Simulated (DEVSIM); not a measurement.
Device: abrupt Si p-n junction, at 350 K.

| layer (left to right) | material | thickness (μm) | Nd (cm⁻³) | Na (cm⁻³) | τn (s) | τp (s) |
|---|---|---|---|---|---|---|
| 1 | Si | 0.910 | - | 1.6e16 | 1.1e-5 | 1.1e-5 |
| 2 | Si | 96.0 | 1.5e16 | - | 1.1e-5 | 1.1e-5 |

Left contact: ohmic. Right contact: ohmic. Voltage is applied to the left contact. Recombination: SRH at mid-gap, radiative. Gap narrowing is on: ΔEg = 6.92 meV × (l + √(l² + 0.5)), l = ln(N/1.3e17 cm⁻³), shared equally by both band edges. Mobility is μmin + (μ − μmin)/(1 + (N/Nref)^α).

The device is made up for the run: typed textbook-type constants, with dimensions and the other settings drawn at random. Values at 300 K; Nc and Nv go as T^1.5, mobilities as T to minus their exponent, the gap by Varshni's rule with the affinity fixed.

```csv
parameter,Si
gap (eV),1.124
affinity (eV),4.05
permittivity,11.7
Nc (cm⁻³),2.86e19
Nv (cm⁻³),3.1e19
μn (cm²/Vs),1417
μp (cm²/Vs),470
"μn,min",52
"μp,min",45
"Nref,n",9.7e16
"Nref,p",2.2e17
αn,0.68
αp,0.72
T exponent of μn,2.3
T exponent of μp,2.2
B (cm³/s),4.7e-15
Varshni α (eV/K),0.000473
Varshni β (K),636
```

Model (solved in DEVSIM): 1D drift-diffusion, Boltzmann statistics, complete ionisation; no tunnelling, impact ionisation, image-force lowering or self-heating.

The minority lifetime in layer 2 was swept, all else fixed.

```
minority lifetime in layer 2 (s)  dark forward voltage at 100 A/cm² (V)
--------------------------------  -------------------------------------
3.3e-7                                                            1.026
1.1e-6                                                                ?
3.3e-6                                                            1.017
1.1e-5                                                            1.014
3.3e-5                                                            1.012
0.00011                                                           1.012
0.00033                                                           1.012
```

**Question.** Some entries are withheld; supply them.

**Answer.** 
- 1.1e-6, dark forward voltage at 100 A/cm² (V): 1.021
